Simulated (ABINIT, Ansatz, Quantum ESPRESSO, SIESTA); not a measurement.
## One structure in several programs: Ga₃Tc (I4/mmm, 4 atoms in the cell)

Self-consistent single point.

```xyz
4
Lattice="-1.8956 1.8956 4.0457 1.8956 -1.8956 4.0457 1.8956 1.8956 -4.0457" Properties=species:S:1:pos:R:3 pbc="T T T"
Ga     0.0000     1.8956     2.0229
Ga     1.8956     0.0000     2.0229
Ga     0.0000     0.0000     4.0457
Tc     0.0000     0.0000     0.0000
```

Shared settings, as Ansatz (a first-principles code) writes them: kpoints.mp_grid.grid = 3 3 3; scf.occupations.method = gaussian; scf.occupations.width = 0.1 eV. Potentials and cutoffs stand in the table.

```json
[
 {"code": "Quantum ESPRESSO", "model": "LDA (PZ), GBRV 1.5 ultrasoft (LDA) pseudopotentials", "pressure (GPa)": "-5.84", "cutoff": "50 Ry"},
 {"code": "ABINIT", "model": "LDA (PW92), PAW (JTH v2.0 LDA PAW)", "pressure (GPa)": "-5.59", "cutoff": "40 Ry"},
 {"code": "SIESTA", "model": "LDA PW92, numerical atomic orbitals DZP, PseudoDojo LDA standard norm-conserving potentials (rewritten from UPF to PSML)", "pressure (GPa)": "-3.64", "cutoff": "grid 300 Ry"},
 {"code": "Ansatz", "model": "LDA (PW92), PAW files", "pressure (GPa)": "-5.61", "cutoff": "500 eV"}
]
```

On Ansatz's run: spin polarisation is off.

The spread over the programs that give each value: pressure within 2.20 GPa.

SIESTA uses small atom-centred bases, whose incompleteness enters pressures, forces and empty levels differently from a plane-wave cutoff. Ansatz's pressure is given at a fixed set of plane waves, as the other plane-wave codes print theirs; with its correction for the finite basis it is -5.58 GPa. The same LDA comes in different parametrisations, which differ slightly. In the pressure, SIESTA (by 1.97) lies more than 1 GPa from the median of the plane-wave programs.

On the base mesh (9 9 9) the same programs gave: Ansatz pressure -5.68 GPa; Quantum ESPRESSO pressure -5.89 GPa; ABINIT pressure -5.65 GPa; SIESTA pressure -3.63 GPa.

The starting cell comes from a database of computed structures (which also holds hypothetical and non-ambient phases and stackings), without a prior relaxation at this level.

Left out of this page: Elk (not drawn, or without a comparable value).

Keys are those of Ansatz 0.2.
